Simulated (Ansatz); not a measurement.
**Effect of pressure 7.5 GPa on Lu**

Take Lu in the hcp (Mg type) structure (space group P6_3/mmc, No. 194; a = 3.445 Å, c = 5.349 Å) as the base.

The change: cell and atoms relaxed at a pressure of 7.5 GPa.

Level of theory: PBEsol, PAW, 420 eV (Ansatz, a quantum-chemistry and plane-wave program; spin-orbit coupling left out). Settings: 16×16×9 k-points, 0.05 eV Fermi–Dirac smearing.

```json
[
 {"quantity": "density", "base": "10.57 g/cm³", "changed": "11.94 g/cm³", "shift": "+1.37 g/cm³"},
 {"quantity": "lattice parameter a", "base": "3.445 Å", "changed": "3.307 Å", "shift": "-0.138 Å"},
 {"quantity": "shortest interatomic distance", "base": "3.333 Å", "changed": "3.201 Å", "shift": "-0.132 Å"},
 {"quantity": "enthalpy H = E + PV relative to the base's energy", "base": "–", "changed": "+1.21 eV/atom", "shift": "–"},
 {"quantity": "band gap", "base": "zero", "changed": "zero", "shift": "–"}
]
```

Final structure:

```yaml
crystal:
  lattice:
    - [3.30748, 0.00000, 0.00000]
    - [-1.65374, 2.86436, 0.00000]
    - [0.00000, 0.00000, 5.13766]
  atoms:
    - { symbol: Lu, position: [0.33333, 0.66667, 0.75000] }
    - { symbol: Lu, position: [0.66667, 0.33333, 0.25000] }
```

Load acts through the strain it causes; cell and atoms are relaxed under it. Stability against distortions was not tested. Competing high-pressure phases were not computed.
